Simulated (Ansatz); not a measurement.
**A computed series for GaP: response to strain**

Take GaP in the zinc blende structure (space group F-43m, No. 216; a = 5.4513 Å) as the base. Axes: x, y, z lie along the cube axes.

Strains are applied to the cell and any free atomic positions relax; under biaxial strain the out-of-plane vector relaxes too.

Calculations: Kohn–Sham DFT with the r2SCAN functional, run in Ansatz (a first-principles code) with PAW and 500 eV plane waves, no spin-orbit coupling.

Notes on the quantities. in-plane stress: mean in-plane stress (compression positive).

| case | in-plane stress | out-of-plane strain | electron mass |
|---|---|---|---|
| base | – | – | 1.1 mₑ along k, 0.23 mₑ across (off the special points) |
| biaxial strain −3.00 %, plane normal [001], relaxed out of plane | +5.0 GPa | +2.51 % | 0.99 mₑ along k, 0.23 mₑ across (off the special points) |
| biaxial strain −2.50 %, plane normal [001], relaxed out of plane | +4.1 GPa | +2.10 % | 1.0 mₑ along k, 0.23 mₑ across (off the special points) |
| biaxial strain −2.00 %, plane normal [001], relaxed out of plane | +3.2 GPa | +1.68 % | 1.0 mₑ along k, 0.23 mₑ across (off the special points) |
| biaxial strain −1.50 %, plane normal [001], relaxed out of plane | +2.4 GPa | +1.27 % | 1.0 mₑ along k, 0.23 mₑ across (off the special points) |
| biaxial strain −1.00 %, plane normal [001], relaxed out of plane | +1.6 GPa | +0.85 % | 1.0 mₑ along k, 0.23 mₑ across (off the special points) |
| biaxial strain −0.50 %, plane normal [001], relaxed out of plane | (withheld) | (withheld) | 1.0 mₑ along k, 0.23 mₑ across (off the special points) |

Q: Fill in the withheld entries from the trend.

A: 
- biaxial strain −0.50 %, plane normal [001], relaxed out of plane, in-plane stress: +0.8 GPa
- biaxial strain −0.50 %, plane normal [001], relaxed out of plane, out-of-plane strain: +0.43 %

Masses are band curvatures over ±0.01 Å⁻¹ around the edge. Along k means along the line from Γ to the band edge. Whether these cells are dynamically stable was not tested. k-point labels follow each cell's own Brillouin zone.
